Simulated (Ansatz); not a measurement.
The parent structure is TaAs in the CsCl type structure (space group Pm-3m, No. 221; a hypothetical phase, not in the database extracts checked).

```
TaAs
1.0
    3.17812     0.00000     0.00000
    0.00000     3.17812     0.00000
    0.00000     0.00000     3.17812
Ta As
1 1
Direct
  0.00000   0.00000   0.00000
  0.50000   0.50000   0.50000
```

Cartesian axes are those of the cell as printed.

Method: PBEsol, PAW, 420 eV (Ansatz, an electronic-structure program; scalar-relativistic without spin-orbit coupling).

Base values:

```
Property                         Value
-----------------------------  -------
Shortest interatomic distance  2.752 Å
```

Perturbation: a free-standing slab of 2 layers (4 atoms, 2 a layer) is cut normal to [110], with 15 Å of vacuum and the in-plane cell held at bulk.

Problem. Predict the new excess energy per area of both faces.

Solution. The excess energy per area of both faces (slab less bulk energy over the cell's area: twice a surface energy) is 1.99 J/m² (uncertain by up to 0.04 J/m²).

Problem. Estimate the effect on the shortest interatomic distance.

Solution. The shortest interatomic distance decreases by 0.112 Å to 2.640 Å.

The excess energy carries the mismatch between the slab's and the bulk's meshes. No phonon test of stability was made. The final runs are not spin-polarised.
